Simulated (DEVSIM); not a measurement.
Device: CdTe n-i-p diode, at 400 K.

```tsv
layer (left to right)	material	thickness (μm)	Nd (cm⁻³)	Na (cm⁻³)	τn (s)	τp (s)
1	CdTe	0.220	4.5e17	-	2.5e-9	2.5e-9
2	CdTe	0.800	-	2.1e12	2.5e-9	2.5e-9
3	CdTe	0.610	-	6.1e17	2.5e-9	2.5e-9
```

Left contact: ohmic. Right contact: ohmic. Voltage is applied to the left contact. Recombination: SRH at mid-gap, radiative, Auger. Mobility is μmin + (μ − μmin)/(1 + (N/Nref)^α).

The device is made up for the run: typed textbook-type constants, with dimensions and the other settings drawn at random. Values at 300 K; Nc and Nv go as T^1.5, mobilities as T to minus their exponent, the gap by Varshni's rule with the affinity fixed.

```
parameter            CdTe
----------------  -------
gap (eV)              1.5
affinity (eV)        4.28
permittivity         10.2
Nc (cm⁻³)            8e17
Nv (cm⁻³)          1.8e19
μn (cm²/Vs)          1000
μp (cm²/Vs)            80
μn,min                100
μp,min                 10
Nref,n               1e17
Nref,p               1e17
αn                    0.6
αp                    0.6
T exponent of μn      1.7
T exponent of μp      1.5
B (cm³/s)           1e-10
Cn (cm⁶/s)          1e-30
Cp (cm⁶/s)          1e-30
Varshni α (eV/K)  0.00031
Varshni β (K)         108
```

Model (solved in DEVSIM): 1D drift-diffusion, Boltzmann statistics, complete ionisation; no tunnelling, impact ionisation, image-force lowering or self-heating.

Base results: dark forward voltage at 1 A/cm² (V) 0.840; potential step across the device at zero bias (V) 1.304; dark forward voltage at 100 A/cm² (V) 1.106.

### Question
What follows from this one change: doping Nd of layer 1 4.5e+17 → 4.5e+16 cm^-3?

### Answer
dark forward voltage at 1 A/cm² 0.840 → 0.834 V; potential step across the device at zero bias 1.304 → 1.225 V; dark forward voltage at 100 A/cm² 1.106 → 1.089 V.

### Question
What follows from this one change: constant mobility in place of the doping-dependent one?

### Answer
dark forward voltage at 1 A/cm² little changed (0.838 V); potential step across the device at zero bias little changed (1.304 V); dark forward voltage at 100 A/cm² 1.106 → 1.087 V.
